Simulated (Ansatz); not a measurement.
## Sb (Pm-3m, No. 221, 1 atom in the cell; start mp-133; another form than the element's usual one)

Level of theory: PBEsol in Ansatz (PAW).

Settings: plane-wave cutoff 520 eV, 18×18×18 k mesh, Fermi–Dirac smearing 0.05 eV, scalar-relativistic PAW data made under PBE.

Cell (relaxed at this level):

```xyz
1
Lattice="3.0622 0.0000 0.0000 0.0000 3.0622 0.0000 0.0000 0.0000 3.0622" Properties=species:S:1:pos:R:3 pbc="T T T"
Sb     0.0000     0.0000     0.0000
```

```yaml
band_gap: zero (no gap)
bulk_modulus: 63.0 GPa
```

Note: the relaxation could not lower the start's symmetry, so the cell can be a saddle point above a distorted one; the bulk modulus is −V dP/dV from two relaxed cells at ±2 % in volume.

Spin–orbit coupling is not included; it can open a gap where bands touch, and shift volumes and moduli.

Computed values are for the static lattice.

Computing time: roughly 16 core-seconds.

A start named mp-… is a Materials Project structure, which need not be a measured phase.

Ansatz is a quantum-chemistry and plane-wave program.
